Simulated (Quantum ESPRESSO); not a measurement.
Input and output of a self-consistent single point for ZrPbO3 (Pnma, 20 atoms in the cell) (Quantum ESPRESSO).

Method of the run: LDA (PZ), GBRV 1.5 ultrasoft (LDA) pseudopotentials (plane waves; Quantum ESPRESSO 7.5).

```xyz
20
Lattice="5.9274 0.0000 0.0000 0.0000 8.3543 0.0000 0.0000 0.0000 5.8893" Properties=species:S:1:pos:R:3 pbc="T T T"
Zr     0.0000     0.0000     0.0000
Zr     2.9637     0.0000     2.9447
Zr     2.9637     4.1772     2.9447
Zr     0.0000     4.1772     0.0000
Pb     3.1051     2.0886     0.0408
Pb     2.8223     6.2657     5.8485
Pb     5.7860     6.2657     2.9855
Pb     0.1414     2.0886     2.9039
O      0.0935     6.2657     0.4548
O      5.8339     2.0886     5.4345
O      2.8702     2.0886     3.3995
O      3.0572     6.2657     2.4898
O      1.7042     0.3358     1.2457
O      4.2232     8.0186     4.6437
O      1.2595     8.0186     4.1903
O      4.6679     0.3358     1.6990
O      4.6679     3.8414     1.6990
O      1.2595     4.5129     4.1903
O      4.2232     4.5129     4.6437
O      1.7042     3.8414     1.2457
```

Reference input (self-consistent single point, DFT, LDA (PW92), plane waves, PseudoDojo standard norm-conserving (LDA) pseudopotentials): ecutwfc = 85 Ry; occupations = smearing; smearing = gaussian; degauss = 0.000734986 Ry; potentials = {Zr: Zr.upf, Pb: Pb.upf, O: O.upf}; K_POINTS = automatic 4 3 4 1 1 1; conv_thr = 1e-10 Ry; mixing_beta = 0.7. This run's input differs from it in these lines:

```diff
@@ -15,3 +15,4 @@
     ntyp = 3,
-    ecutwfc = 85,
+    ecutwfc = 40,
+    ecutrho = 320,
     occupations = 'smearing',
@@ -25,5 +26,5 @@
 ATOMIC_SPECIES
-Zr    91.2240  Zr.upf
-Pb   207.2000  Pb.upf
-O     15.9990  O.upf
+Zr    91.2240  zr_lda_v1.uspp.F.UPF
+Pb   207.2000  pb_lda_v1.uspp.F.UPF
+O     15.9990  o_lda_v1.2.uspp.F.UPF
 ATOMIC_POSITIONS {crystal}
```

Log, with long lists cut:

```
     Self-consistent Calculation

     iteration #  1     ecut=    40.00 Ry     beta= 0.70

     negative rho (up, down):  2.913E-01 0.000E+00

     total energy              =   -1438.90731122 Ry
     estimated scf accuracy    <       7.10528989 Ry

     iteration #  2     ecut=    40.00 Ry     beta= 0.70

     negative rho (up, down):  2.928E-01 0.000E+00

     total energy              =   -1437.31644142 Ry
     estimated scf accuracy    <      27.46256147 Ry

     iteration #  3     ecut=    40.00 Ry     beta= 0.70

     negative rho (up, down):  2.944E-01 0.000E+00

     total energy              =   -1442.67676171 Ry
     estimated scf accuracy    <       0.31689270 Ry

   [... 11 blocks of this kind left out ...]

     iteration # 15     ecut=    40.00 Ry     beta= 0.70

     negative rho (up, down):  3.006E-01 0.000E+00

     total energy              =   -1442.67863508 Ry
     estimated scf accuracy    <          2.6E-10 Ry

     iteration # 16     ecut=    40.00 Ry     beta= 0.70

     negative rho (up, down):  3.006E-01 0.000E+00
     End of self-consistent calculation

     the Fermi energy is    11.8739 ev

!    total energy              =   -1442.67863508 Ry
     estimated scf accuracy    <          5.9E-12 Ry
     smearing contrib. (-TS)   =      -0.00000000 Ry
     internal energy E=F+TS    =   -1442.67863508 Ry

     convergence has been achieved in  16 iterations

     negative rho (up, down):  3.006E-01 0.000E+00

     Forces acting on atoms (cartesian axes, Ry/au):

     atom    1 type  1   force =     0.00000000    0.00000000    0.00000000
     atom    2 type  1   force =     0.00000000    0.00000000    0.00000000
     atom    3 type  1   force =     0.00000000    0.00000000   -0.00000000
     atom    4 type  1   force =     0.00000000    0.00000000    0.00000000
     atom    5 type  2   force =    -0.00002457   -0.00000000    0.00020634
   [... lines left out ...]
     Total force =     0.023399     Total SCF correction =     0.000003
   [... lines left out ...]

     negative rho (up, down):  3.006E-01 0.000E+00
          total   stress  (Ry/bohr**3)                   (kbar)     P=     -114.58
  -0.00075558   0.00000000   0.00000000         -111.15        0.00        0.00
   0.00000000  -0.00078459   0.00000000            0.00     -115.42        0.00
   0.00000000   0.00000000  -0.00079654            0.00        0.00     -117.17

   JOB DONE.
```

The run converged in 16 iterations. Against the reference run the pressure goes from -11.58 to -11.46 GPa, the largest force goes from 0.209 to 0.189 eV/Å and the gap on the mesh moves little (3.096 to 3.097 eV).

The starting cell comes from a database of computed structures (which also holds hypothetical and non-ambient phases and stackings), without a prior relaxation at this level. Spin-orbit coupling is off. With a pressure of about -11 GPa the cell is away from its equilibrium volume at this level. The shifted mesh does not hold Γ, so a gap read on it misses any band edge there.

Cost on one core of a shared machine: roughly 8 min.
